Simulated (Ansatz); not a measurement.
Consider the formation energy of Fe_Cu in Cu (fcc, Fm-3m). Reaction: 31 Cu (fcc) + Fe (bcc) → cell A.

Cell A: a supercell of 32 sites of Cu (fcc, Fm-3m) with Fe on a Cu site (12 Cu at 2.57 Å); spin state with PBE: net moment 2.9 μB a cell, k-point mesh 5×5×5.
```xyz
32
Lattice="7.2579 0.0000 0.0000 0.0000 7.2579 0.0000 0.0000 0.0000 7.2579" Properties=species:S:1:pos:R:3 pbc="T T T"
Fe     0.0000     0.0000     0.0000
Cu     1.8145     1.8145     0.0000
Cu     1.8145     0.0000     1.8145
Cu     0.0000     1.8145     1.8145
Cu     0.0000     0.0000     3.6290
Cu     1.8145     1.8145     3.6290
Cu     1.8145     0.0000     5.4435
Cu     0.0000     1.8145     5.4435
Cu     0.0000     3.6290     0.0000
Cu     1.8145     5.4435     0.0000
Cu     1.8145     3.6290     1.8145
Cu     0.0000     5.4435     1.8145
Cu     0.0000     3.6290     3.6290
Cu     1.8145     5.4435     3.6290
Cu     1.8145     3.6290     5.4435
Cu     0.0000     5.4435     5.4435
Cu     3.6290     0.0000     0.0000
Cu     5.4435     1.8145     0.0000
Cu     5.4435     0.0000     1.8145
Cu     3.6290     1.8145     1.8145
Cu     3.6290     0.0000     3.6290
Cu     5.4435     1.8145     3.6290
Cu     5.4435     0.0000     5.4435
Cu     3.6290     1.8145     5.4435
Cu     3.6290     3.6290     0.0000
Cu     5.4435     5.4435     0.0000
Cu     5.4435     3.6290     1.8145
Cu     3.6290     5.4435     1.8145
Cu     3.6290     3.6290     3.6290
Cu     5.4435     5.4435     3.6290
Cu     5.4435     3.6290     5.4435
Cu     3.6290     5.4435     5.4435
```

Reference: Cu (fcc, Fm-3m), 32 atoms in the cell, the relaxed perfect crystal repeated, atoms not moved again; spin state with PBE: run without spin, k-point mesh 5×5×5 on the run's own vectors.

Reference: Fe (bcc, Im-3m), 1 atom in the cell; spin state with PBE: net moment 2.2 μB a cell, k-point mesh 30×30×30 on the run's own vectors. Conventional cell: a = b = c = 2.8316 Å, α = β = γ = 90.00°.

All numbers come from Ansatz (a first-principles code), plane waves with PAW, its PAW set soft_1, cutoff 420 eV. The structures are at rest with PBE, within the held lattices. Neutral cells; Fermi-Dirac smearing of at most 0.10 eV in the solids, energies taken to zero width. Larger cells are relaxed from a start prepared with the learned potential CHGNet, on a coarser mesh till forces fall under 0.03 eV/Å, which some starts already meet. A dispersion term (D3(BJ), or D4 for r2SCAN) was computed beside these levels and is taken off wherever the name lacks it. Space groups of crystals are read within 0.01 Å. Static lattices, no vibrational contributions. No structure search was made; lower ones may exist. No search over spin orders was made beyond those shown. Values are for these cell sizes. Mesh and cell size may move defect energies by 0.1 eV or more. Cell A has symmetry Pm-3m within 0.02 Å and got no random move, so less symmetric positions, which may lie lower, weren't tried.

Problem. Predict the value from PBE.

Solution. 0.72 eV, for 31 Cu (fcc) + Fe (bcc) → cell A.
